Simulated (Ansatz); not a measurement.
System: BP (model structure, started from the GeS type, Pnma, No. 62, 8 atoms in the cell). Method: r²SCAN (plane waves, PAW; Ansatz, a program for electronic structure).

Run with plane-wave cutoff 560 eV, 10×18×10 k mesh (along the axes of the cell as run), Fermi–Dirac smearing 0.05 eV, scalar-relativistic PAW data made under PBE.

Cell (relaxed with PBE-D3(BJ)):

Space group Pnma (No. 62); a = 6.205 Å, b = 3.214 Å, c = 5.363 Å, α = β = γ = 90.00°

| atom | site | symmetry | x | y | z |
|---|---|---|---|---|---|
| B | 4c | .m. | 0.1628 | 0.2500 | 0.3995 |
| P | 4c | .m. | 0.3380 | 0.2500 | 0.1072 |

Problem. Give the computed band gap.

Solution. 
- band gap: 0.79 eV (on the SCF k mesh)

Note: the relaxation could raise the start's symmetry but not lower it, so the cell can be a saddle point; cell and atoms aren't relaxed at this level (pressure 2.1 GPa).

The computed numbers hold no vibrational or temperature effects.

It cost roughly 2.5 core-minutes of CPU time.

A model structure was made by putting elements into a prototype or built by hand; it is no filed structure, need not be a known phase, and can be a saddle point held by its symmetry.
